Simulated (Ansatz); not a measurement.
Band structure of YMg3 (P6_3/mmc, 8 atoms in the cell).

```xyz
8
Lattice="6.6849 0.0000 0.0000 -3.3425 5.7893 0.0000 0.0000 0.0000 5.1670" Properties=species:S:1:pos:R:3 pbc="T T T"
Y      3.3425     1.9298     1.2918
Y      0.0000     3.8595     3.8753
Mg     0.0000     1.8829     1.2918
Mg     3.3425     3.9065     3.8753
Mg     5.0543     0.9414     3.8753
Mg    -1.7119     4.8479     1.2918
Mg     1.7119     4.8479     1.2918
Mg     1.6306     0.9414     3.8753
```

Method of the run: PBEsol, PAW files made with PBE (plane waves; Ansatz, a quantum-chemistry and plane-wave program).

Settings: basis.ecutwfc = 30.9 Ry; kpoints.mp_grid.grid = 4 4 5; hamiltonian.xc = pbesol; hamiltonian.pseudopotentials = {kind: paw} (the program's default PAW files); scf.occupations.method = gaussian; scf.occupations.width = 0.0147 Ry; kpoints.band_path.npoints = 8.

The starting cell comes from a database of computed structures (which also holds hypothetical and non-ambient phases and stackings), without a prior relaxation at this level.

Levels in eV from the Fermi level, bands 38 to 45:
| point | 38 | 39 | 40 | 41 | 42 | 43 | 44 | 45 |
|---|---|---|---|---|---|---|---|---|
| Γ | -1.42 | -1.42 | -0.62 | 0.06 | 0.40 | 0.40 | 1.09 | 1.09 |
| M | -0.52 | -0.52 | -0.27 | -0.11 | 0.22 | 0.40 | 0.62 | 1.55 |
| K | -0.84 | -0.68 | 0.06 | 0.06 | 0.11 | 0.11 | 0.63 | 1.86 |
| A | -1.59 | -0.52 | -0.52 | -0.42 | -0.42 | -0.42 | -0.42 | 1.00 |
| L | -1.78 | -1.39 | -1.39 | 0.15 | 0.15 | 1.41 | 1.41 | 1.63 |
| H | -2.97 | -0.20 | -0.20 | -0.10 | -0.10 | 1.02 | 1.02 | 1.72 |

Bands cross the Fermi level along this path, so the cell is metallic at this level.

Keys are those of Ansatz 0.2.
